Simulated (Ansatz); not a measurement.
A computed series for SnS2: pressure series

The parent structure is SnS₂ in the CdI2 type structure (space group P-3m1, No. 164; a = 3.6260 Å, c = 5.5735 Å; layered, stacked along the Cartesian z axis).

Cell and atoms are relaxed at each pressure.

Level of theory: PBEsol-D3(BJ) (Ansatz, a program for electronic structure, PAW, spin-orbit coupling left out), earlier PAW set.

```csv
variant,c/a ratio,volume per atom,band gap
base,1.537,21.15 Å³,0.96 eV
pressure −2 GPa,…,23.09 Å³,1.36 eV
pressure −1 GPa,…,21.82 Å³,…
pressure 0.3 GPa,1.530,…,0.93 eV
pressure 0.7 GPa,1.521,20.80 Å³,0.89 eV
pressure 1.5 GPa,1.506,20.45 Å³,0.83 eV
```

Question: Complete the table.

Answer: 
- pressure −2 GPa, c/a ratio: 1.641
- pressure −1 GPa, c/a ratio: 1.570
- pressure −1 GPa, band gap: 1.10 eV
- pressure 0.3 GPa, volume per atom: 20.99 Å³

Load acts through the strain it causes; cell and atoms are relaxed under it. Whether these cells are dynamically stable was not tested.
